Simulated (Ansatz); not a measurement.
# WS2, pressure series

The reference is WS$_{2}$ in the 2H-MoS2 type structure (space group P6_3/mmc, No. 194; a = 3.1543 Å, c = 12.1409 Å; layered, stacked along the Cartesian z axis).

Cell and atoms are relaxed at each pressure.

Method: PBE-D3(BJ) in Ansatz (plane waves to 420 eV, PAW, spin-orbit coupling left out), earlier PAW set.

Notes on the quantities. enthalpy: H = E + PV relative to the base's energy.

```json
[
 {"change": "base", "enthalpy": "–", "band gap": "0.88 eV", "hole mass": "0.89 mₑ along c, 0.56 mₑ across (at Γ)", "smallest direct gap": "1.83 eV", "density": "7.87 g/cm³"},
 {"change": "pressure −2 GPa", "enthalpy": "-0.22 eV/atom", "band gap": "1.13 eV", "hole mass": "0.78 mₑ along c, 0.73 mₑ across (at Γ)", "smallest direct gap": "1.80 eV", "density": "7.42 g/cm³"},
 {"change": "pressure −1 GPa", "enthalpy": "-0.11 eV/atom", "band gap": "0.98 eV", "hole mass": "0.84 mₑ along c, 0.61 mₑ across (at Γ)", "smallest direct gap": "1.81 eV", "density": "7.70 g/cm³"},
 {"change": "pressure 0.9 GPa", "enthalpy": "+0.10 eV/atom", "band gap": "0.82 eV", "hole mass": "1.00 mₑ along c, 0.51 mₑ across (at Γ)", "smallest direct gap": "1.85 eV", "density": "8.00 g/cm³"},
 {"change": "pressure 2.1 GPa", "enthalpy": "+0.22 eV/atom", "band gap": "0.75 eV", "hole mass": "0.97 mₑ along c, 0.47 mₑ across (at Γ)", "smallest direct gap": "1.87 eV", "density": "8.15 g/cm³"},
 {"change": "pressure 4.5 GPa", "enthalpy": "+0.47 eV/atom", "band gap": "0.63 eV", "hole mass": "1.1 mₑ along c, 0.42 mₑ across (at Γ)", "smallest direct gap": "1.92 eV", "density": "8.39 g/cm³"},
 {"change": "pressure 9 GPa", "enthalpy": "+0.92 eV/atom", "band gap": "0.46 eV", "hole mass": "1.2 mₑ along c, 0.35 mₑ across (at Γ)", "smallest direct gap": "1.86 eV", "density": "8.76 g/cm³"},
 {"change": "pressure 15 GPa", "enthalpy": "+1.50 eV/atom", "band gap": "0.26 eV", "hole mass": "1.4 mₑ along c, 0.29 mₑ across (at Γ)", "smallest direct gap": "1.57 eV", "density": "9.15 g/cm³"},
 {"change": "pressure 22.5 GPa", "enthalpy": "+2.18 eV/atom", "band gap": "zero", "hole mass": "–", "smallest direct gap": "–", "density": "9.57 g/cm³"},
 {"change": "pressure 30 GPa", "enthalpy": "+2.84 eV/atom", "band gap": "zero", "hole mass": "–", "smallest direct gap": "–", "density": "9.93 g/cm³"}
]
```

A case with no gap was solved on a k-mesh chosen for an insulator, which is coarse for it. Spin-orbit coupling, missing from the scalar runs, can matter with W. Load acts through the strain it causes; cell and atoms are relaxed under it. Effective masses come from finite differences of ±0.01 Å⁻¹. Whether these cells are dynamically stable was not tested. No other phases were tried under pressure. All final runs are without spin polarisation. Gaps under 0.05 eV, about the width of the smearing, are given as zero. A zero or small gap of WS2 under pressure 15 GPa, WS2 under pressure 22.5 GPa and WS2 under pressure 30 GPa can be the functional's error rather than a property of the material.

Ansatz is a quantum-chemistry and plane-wave program.
